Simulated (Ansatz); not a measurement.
Structures of equal composition on the (000-1) surface of 4H silicon carbide (C plane on top): 2x2 Si adatom at H3; 2x2 Si adatom at T1; 2x2 Si adatom at T4. The slabs share one bottom face, and each structure is named by its start. These are constructed structures in small cells; real faces may alloy, dewet or reconstruct in larger ones, and not all known structures of the face are among them. Slabs of about 11 Å, Fermi-Dirac smearing of 0.025 eV. Bottom of the slabs: H caps. Relaxed from the named starts with such symmetry as they have, on meshes of like density; energies extrapolated to zero smearing; spin only where a row says so; no spin-orbit coupling, no U. Brackets mark spin-polarised runs, whose order is one that fits the cell. Where a second, spin-polarised start was run, the lower counts.

Computed with r2SCAN, at the PBE geometry (plane waves to 500 eV, PAW; Ansatz, a first-principles code).

### Question
Put the candidates in order of energy per 1x1 cell, lowest first, for r2SCAN, at the PBE geometry.

### Answer
2x2 Si adatom at H3 (0.000 eV), 2x2 Si adatom at T4 (0.339 eV, a narrow gap of 0.08 eV by band count), 2x2 Si adatom at T1 (0.729 eV, no gap on the mesh)
